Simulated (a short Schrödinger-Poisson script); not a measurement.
Structure: gated In0.52Al0.48As/In0.53Ga0.47As δ-doped gas in a quantum well, at 300 K.

```tsv
layer	material	thickness (nm)	Na (cm⁻³)
1	In0.52Al0.48As	10	-
2	In0.52Al0.48As	20	-
3	In0.53Ga0.47As	10	-
4	In0.52Al0.48As	4000	9e15
```

The device is made up for the run: typed textbook-type constants, with dimensions and the other settings drawn at random. In0.52Al0.48As: permittivity 12.5, conduction-band edge (eV) 0.52, gap (eV) 1.45, electron mass (mₑ) 0.075, Nv at 300 K (cm⁻³) 1.1e19. In0.53Ga0.47As: permittivity 13.9, conduction-band edge (eV) 0, gap (eV) 0.74, Nv at 300 K (cm⁻³) 7.7e18.

Channel valleys (confinement mass, in-plane density-of-states mass, number): Γ 0.041, 0.041, 1. At the gate the conduction-band edge of layer 1 lies 0.65 eV − eVg above the Fermi level of the channel; the field vanishes at the back. Sheet of ionised δ-doping: +2.8e12 e/cm² at 10 nm from the gate. The barrier under the gate holds no holes. Gaps are held at their typed values at every temperature. Mesh 0.08 nm at interfaces.

From a short Schrödinger-Poisson script (our own, NumPy): 1D Poisson equation in equilibrium, electrons quantum, Hartree plus LDA exchange-correlation (BenDaniel-Duke, 40 states a valley, the channel's in-plane mass for all, wave functions free to enter the barrier), parabolic valleys, classical holes, full ionisation, no traps, pinning or gate leakage.

### Question
List the lowest subbands of each valley and their electrons at Vg = 0.4 V.

### Answer
```csv
valley,subband,energy from the Fermi level (meV),electrons (cm⁻²),share (%)
Γ,0,-49.1,9.03e11,96.9
Γ,1,80.5,1.93e10,2.1
Γ,2,102.3,8.38e9,0.9
```

All electrons: 9.32e11 cm⁻².
